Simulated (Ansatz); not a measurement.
Cs2SnI6 (space group Fm-3m, No. 225)

```
Cs2SnI6
1.0
    0.00000     6.01645     6.01645
    6.01645     0.00000     6.01645
    6.01645     6.01645     0.00000
Cs Sn I
2 1 6
Direct
  0.25000   0.25000   0.25000
  0.75000   0.75000   0.75000
  0.00000   0.00000   0.00000
  0.75806   0.24194   0.24194
  0.24194   0.75806   0.75806
  0.24194   0.75806   0.24194
  0.75806   0.24194   0.75806
  0.24194   0.24194   0.75806
  0.75806   0.75806   0.24194
```

Level of theory: PBE, PAW, 420 eV (Ansatz, a first-principles code; no spin-orbit coupling), earlier PAW set. k-mesh 5×5×5 (Γ-centred); smearing 0.05 eV (Fermi–Dirac).

| Quantity | Result |
|---|---|
| Volume per atom | 48.40 Å³ |
| Density | 4.37 g/cm³ |
| Band gap | 0.25 eV, direct at Γ |
| Electron mass | 0.25 mₑ |
| Total energy | -6939.169 eV/atom (σ→0; compares only within this code and set-up) |

Spin-orbit coupling, missing from the scalar runs, can matter with I. Effective masses come from finite differences of ±0.01 Å⁻¹. Whether these cells are dynamically stable was not tested. A zero or small gap of Cs2SnI6 can be the functional's error rather than a property of the material.
